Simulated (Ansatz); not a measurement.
# Pressure series in GaN

Consider GaN in the zinc blende structure (space group F-43m, No. 216; a = 4.4982 Å).

Cell and atoms are relaxed at each pressure.

Levels (all Ansatz, a program for electronic structure, PAW, earlier PAW set): r2SCAN (500 eV, spin-orbit coupling left out); HSE06 (420 eV, no SOC); HSE06+SOC (420 eV, spin-orbit coupling included).

Band gaps by level, all at the geometries relaxed with r2SCAN:

```
case               r2SCAN    HSE06  HSE06+SOC
----------------  -------  -------  ---------
base              2.17 eV  3.00 eV    2.99 eV
pressure −1 GPa   2.13 eV  2.96 eV    2.95 eV
pressure 0.3 GPa  2.18 eV  3.01 eV    3.00 eV
pressure 0.7 GPa  2.19 eV  3.03 eV    3.02 eV
pressure 3 GPa    2.27 eV  3.11 eV    3.10 eV
pressure 5 GPa    2.33 eV  3.18 eV    3.17 eV
pressure 7.5 GPa  2.41 eV  3.26 eV    3.26 eV
pressure 10 GPa   2.48 eV  3.34 eV    3.33 eV
```

Single points use the geometry relaxed with r2SCAN. The spin-orbit shifts are approximate. Load acts through the strain it causes; cell and atoms are relaxed under it. Whether these cells are dynamically stable was not tested. Tetrahedral semiconductors of this kind turn to denser phases somewhere between about 1 and 50 GPa; those were not computed, so compressed cells here can lie past the real transition. This is not the structure that GaN has at room temperature and ambient pressure.
